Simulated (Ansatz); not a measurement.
The reference is MgS in the rock salt structure (space group Fm-3m, No. 225; a = 5.1820 Å).

Now apply this change: every S is replaced by Se; the structure is relaxed again.

Levels (all Ansatz, a program for electronic structure, PAW): PBEsol (420 eV, without spin-orbit coupling); r2SCAN (500 eV, no spin-orbit coupling).

The geometry is relaxed with PBEsol.

| Item | Result |
|---|---|
| PBEsol band gap | 1.78 eV |
| PBEsol hole mass | 0.16, 0.77, 0.77 mₑ (at Γ) |
| PBEsol electron mass | 0.49 mₑ along k, 0.23 mₑ across (at X) |

Question: What does r2SCAN give at this geometry for the band gap, hole mass and electron mass?

Answer: The band gap goes up by 0.72 eV, from 1.78 eV to 2.50 eV; the hole mass (degenerate bands, along [100]) becomes 0.20, 0.78, 0.78 mₑ (at Γ) (PBEsol: 0.16, 0.77, 0.77 mₑ (at Γ)); the electron mass becomes 0.48 mₑ along k, 0.25 mₑ across (at X) (PBEsol: 0.49 mₑ along k, 0.23 mₑ across (at X)).

Single points use the geometry relaxed with PBEsol. Effective masses come from finite differences of ±0.01 Å⁻¹. Along k means along the line from Γ to the band edge. Stability against distortions was not tested.
